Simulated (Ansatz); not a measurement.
Consider InAs in the zinc blende structure (space group F-43m, No. 216; a = 6.0873 Å). Axes: x, y, z lie along the cube axes.

Method: PBEsol (Ansatz, a quantum-chemistry and plane-wave program), spin-orbit coupling left out.

Strains are applied to the cell and any free atomic positions relax; under biaxial strain the out-of-plane vector relaxes too.

One change was made to it. Results:

```json
[
 {"quantity": "energy relative to the base (free energy F)", "base": "0 meV/atom", "after": "+4.9 meV/atom"},
 {"quantity": "shortest interatomic distance", "base": "2.636 Å", "after": "2.651 Å"},
 {"quantity": "pressure (mean of the normal stresses, compression positive)", "base": "0.0 GPa", "after": "-0.9 GPa"}
]
```

Problem. Name the change that was made.
A) biaxial strain +0.50 %, plane normal [001], relaxed out of plane
B) biaxial strain −1.00 %, plane normal [001], relaxed out of plane
C) biaxial strain −2.50 %, plane normal [001], relaxed out of plane
D) biaxial strain +2.00 %, plane normal [001], relaxed out of plane
E) biaxial strain −1.50 %, plane normal [001], relaxed out of plane

Solution. D, biaxial strain +2.00 %, plane normal [001], relaxed out of plane. For comparison, the energy relative to the base in the other runs: biaxial strain −1.00 %, plane normal [001], relaxed out of plane gives +1.3 meV/atom; biaxial strain −1.50 %, plane normal [001], relaxed out of plane gives +3.0 meV/atom; biaxial strain +0.50 %, plane normal [001], relaxed out of plane gives +0.3 meV/atom; biaxial strain −2.50 %, plane normal [001], relaxed out of plane gives +8.5 meV/atom.

A case with no gap was solved on a k-mesh chosen for an insulator, which is coarse for it. Whether these cells are dynamically stable was not tested. The final runs are not spin-polarised.
